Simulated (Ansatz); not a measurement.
**C11b MoSi2**

All values below come from r²SCAN+rVV10 (Ansatz, an electronic-structure program, PAW).

Numerical settings: plane-wave cutoff 560 eV, 24×24×24 k mesh, Fermi–Dirac smearing 0.05 eV, no spin polarisation, scalar-relativistic PAW data made under PBE.

Cell (relaxed at this level):

```cif
data_Mo2Si4
_chemical_formula_sum 'Si4 Mo2'
_space_group_name_H-M_alt 'I4/mmm'
_space_group_IT_number 139
_space_group_name_Hall '-I 4 2'
_cell_length_a 3.19628
_cell_length_b 3.19628
_cell_length_c 7.81042
_cell_angle_alpha 90.000
_cell_angle_beta 90.000
_cell_angle_gamma 90.000
loop_
_atom_site_label
_atom_site_type_symbol
_atom_site_symmetry_multiplicity
_atom_site_Wyckoff_symbol
_atom_site_fract_x
_atom_site_fract_y
_atom_site_fract_z
_atom_site_occupancy
Si1 Si 4 e 0.00000 0.00000 0.33524 1
Mo1 Mo 2 a 0.00000 0.00000 0.00000 1
```
(The calculation used a cell of 3 atoms; values per cell refer to that cell.)

| Quantity | Result |
|---|---|
| bulk modulus B0 | 221 GPa |
| band gap | zero (no gap) |
| pressure derivative B′ of the bulk modulus | 4.4 |

Measured, for comparison: bulk modulus 222 ± 2 GPa (room temperature, no zero-point or thermal correction, B' = 4; as tabulated in Structural stability of MoSi2 and Mo5Si3 under high pressure, Chin. Phys. B 26 …). Computed (rounded) less measured: bulk modulus -0.5 % (inside the measured uncertainty).

Note: the bulk modulus comes from volumes at which shape and atoms were relaxed.

Spin–orbit coupling is not included.

Computed values are for the static lattice.

The result took around 20 core-minutes (rough).
